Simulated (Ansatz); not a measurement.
An Ansatz (a first-principles code) run: Na with a change (Na → Ba); PBEsol (Ansatz; PAW; 420 eV plane waves; no spin-orbit coupling).

Input:

Ansatz 0.2 input:
```yaml
crystal:
  lattice:
    - [-2.4394882, 2.4394882, 2.4394882]
    - [2.4394882, -2.4394882, 2.4394882]
    - [2.4394882, 2.4394882, -2.4394882]
  atoms:
    - { symbol: Ba, position: [0, 0, 0] }
basis: { ecutwfc: 420, ecutrho_ratio: 4, xc_grid: 2, fft_grid_basis: typed }
kpoints: { mp_grid: { grid: [14, 14, 14] } }
hamiltonian:
  xc: pbesol
  dispersion: none
  pseudopotentials: { kind: paw }
scf: { occupations: { method: fermi_dirac, width: 0.05 }, convergence: { dr2_threshold: 0.0000000001 } }
output: { forces: true, stress: true }
checkpoint: { write: state.ck, write_every: 1000 }
```

Output (explanatory and most iteration lines left out):

```
Pseudopotential: Ba, paw, valence charge 10
Crystal: 1 atoms, lattice volume = 58.071 Å³
Basis set: ecut = 420 eV, 1157 PW (Γ), exchange–correlation on 60×60×60 points (8 copies of the dense FFT grid, shifted against one another)
Bands: 9, of which v1, the nominal top of the filled ones, is band 5 counted from 1 (4 counted from 0)
Symmetry: 48 space group operations
Space group: Im-3m (ITA 229), of the structure as read, at distance tolerance 3.9e-5 Å
k-points: 104 of 2744
Functional: x = pbesol(κ = 0.804, μ = 0.12345679012345678), c = pbesol(β = 0.046)
SCF iter   1: F=—  HF=-5862.614681 eV  |F-HF|=—  |Δ(HF+E_count)|=         —  Δρ=1.81e-3  dr2=1.79e-3  ethr=1.77e-3  ⟨swp⟩=8.0  Hψ=9458  notcnv=0
SCF iter   2: F=—  HF=-5862.614931 eV  |F-HF|=—  |Δ(HF+E_count)|=   2.50e-4  Δρ=1.15e-3  dr2=8.48e-4  ethr=1.79e-5  ⟨swp⟩=2.3  Hψ=2126  notcnv=0
SCF 1 converged in 8 iterations: F = -5862.614970 eV  dr2 = 1.14e-12
SCF converged after 8 iterations
Free energy (F): -5862.614970 eV
Internal energy: -5862.605064 eV  (E = F + TS)
E sigma→0 (E₀):  -5862.610017 eV
Entropy (-TS):   -0.009906 eV (-9.906 meV/atom)
Fermi energy:    6.333772 eV
--- Forces (eV/Å), atoms counted from 1 ---
  atom   1  Ba     0.00000000    -0.00000000     0.00000000
--- Stress (GPa, compression-positive) ---
        0.008180      -0.000000       0.000000
       -0.000000       0.008180      -0.000000
        0.000000       0.000000       0.008180
  P = ⅓ Tr σ = 0.0082 GPa (0.082 kbar)
```

No phonon test of stability was made. The cell was made from Na by this change: Na → Ba.
